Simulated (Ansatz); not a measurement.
Functionals compared on the (0001) surface of hcp Ru, clean 1x1 (bottom of the slab: a bare face, its two planes held), in Ansatz (plane waves, PAW). The structure was relaxed with PBE; the other rows are single points on it. Cutoff 420 eV (500 eV for r2SCAN).

Model: 6-atom slab, 10.7 Å thick at the start with caps and adatoms (thin: gaps and levels are the slab's own), 16x16x1 mesh, Fermi-Dirac 0.1 eV, dipole correction, 2 atoms held, the rest relaxed; start symmetry kept, larger cells not searched; no spin, no spin-orbit, no U. These notes are the PBE run's.

```tsv
functional	work function of the top face (eV)	rough cost of the single point
PBE	4.98	–
LDA	5.34	about 19 core-seconds (a rough figure)
PBEsol	5.11	about 28 core-seconds (a rough figure)
RPBE	___	about 24 core-seconds (a rough figure)
r2SCAN	4.99	very roughly 50 core-seconds
```

**Question.** What belongs in the gaps?

**Answer.** 
- RPBE, work function of the top face (eV): 4.81

Ansatz is a first-principles code.
